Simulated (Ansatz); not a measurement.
The starting structures come from a database of crystals and need not be the phases stable at ambient conditions.

 Where the default PAW files enter, the runs use the earlier of Ansatz's two default sets.

**Evanescent states of Ba$_{2}$SrWO$_{6}$ (R-3, not sure to be the ambient phase, 10 atoms a cell, 16.6 Å³ an atom, -8 GPa at this level) along the normal of (001)**

Computed with PBEsol (plane waves, PAW; Ansatz, a program for electronic structure).

No gap correction and no spin-orbit coupling; mid-gap values are interpolated between computed energies.

Energies count from the valence-band top; κ is the least over a 6×6 mesh across the current.

| E (eV) | κ (1/Å) | where |
|---|---|---|
| 0.07 | 0.231 | off Γ |
| 0.21 | 0.265 | Γ |
| 0.35 | 0.287 | Γ |
| 0.49 | 0.306 | Γ |
| 0.63 | 0.322 | Γ |
| 0.77 | 0.335 | Γ |
| 0.91 | 0.345 | Γ |
| 1.05 | 0.353 | Γ |
| 1.19 | 0.360 | Γ |
| 1.33 | 0.364 | Γ |
| 1.47 | 0.368 | Γ |
| 1.61 | 0.370 | Γ |
| 1.75 | 0.371 | Γ |
| 1.89 | 0.360 | off Γ |
| 2.03 | 0.343 | off Γ |
| 2.17 | 0.322 | off Γ |
| 2.31 | 0.295 | off Γ |
| 2.45 | 0.260 | off Γ |
| 2.59 | 0.214 | off Γ |
| 2.73 | 0.143 | off Γ |

Task: How thick must the barrier be to attenuate the transmission by 10^6 when the electrodes' Fermi level lies at 0.21 eV, and what attenuation does that film give at 1.19 eV?

Result: d = 6 ln 10 / (2 × 0.265) = 26.1 Å. At 1.19 eV it gives 6 × 0.360/0.265 = 8.2 decades.
